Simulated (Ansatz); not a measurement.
For double-hcp La, PBEsol+SOC (Ansatz, an electronic-structure program, PAW) gives:

| Quantity | Result |
|---|---|
| lattice constant a | 3.660 Å |
| lattice parameter c | 11.727 Å |

What does HSE06 in Ansatz (PAW) give for the same quantities?


- lattice constant a: 3.836 Å (increases by 4.8 %)
- lattice parameter c: 12.192 Å (increases by 4.0 %)

For comparison: lattice constant a 3.774 Å (measured, 293 K, no zero-point or thermal correction; as tabulated in Wikipedia's data pages); lattice parameter c 12.171 Å (measured, 293 K, no zero-point or thermal correction; as tabulated in Wikipedia's data pages).

Changes are worked out from the printed values.

Unless a cell is named, each level is at its own relaxed cell (PBEsol+SOC 34.00, HSE06 38.83 Å³/atom).

Ansatz's density-functional and Hartree–Fock values are scalar-relativistic unless marked +SOC, with PAW data made under PBE.
